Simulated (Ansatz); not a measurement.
For As (model structure, started from the lonsdaleite type, P6₃/mmc, No. 194, 4 atoms in the cell), PBEsol in Ansatz (PAW) gives:

| Item | Result |
|---|---|
| equilibrium lattice constant a | 4.548 Å |
| c axis length | 5.655 Å |
| bulk modulus | 44.8 GPa |
| cohesive energy | 3.21 eV/atom |

Problem. What does r²SCAN (plane waves, PAW; Ansatz, a quantum-chemistry and plane-wave program) give for the same quantities?

Solution. 
- lattice constant a: 4.584 Å (goes up by 0.8 %)
- lattice parameter c: 5.752 Å (rises by 1.7 %)
- bulk modulus: 43.8 GPa (decreases by 2.2 %)
- cohesive energy: 2.64 eV/atom (drops by 0.57 eV/atom)

Changes are worked out from the printed values.

Unless a cell is named, each level is at its own relaxed cell (PBEsol 25.32, r²SCAN 26.18 Å³/atom).

Caveats: the bulk modulus is −V dP/dV from two relaxed cells at ±2 % in volume (PBEsol, r²SCAN). Ansatz's density-functional and Hartree–Fock values are scalar-relativistic unless marked +SOC, with PAW data made under PBE.

A model structure was made by putting elements into a prototype or built by hand; it is no filed structure, need not be a known phase, and can be a saddle point held by its symmetry.
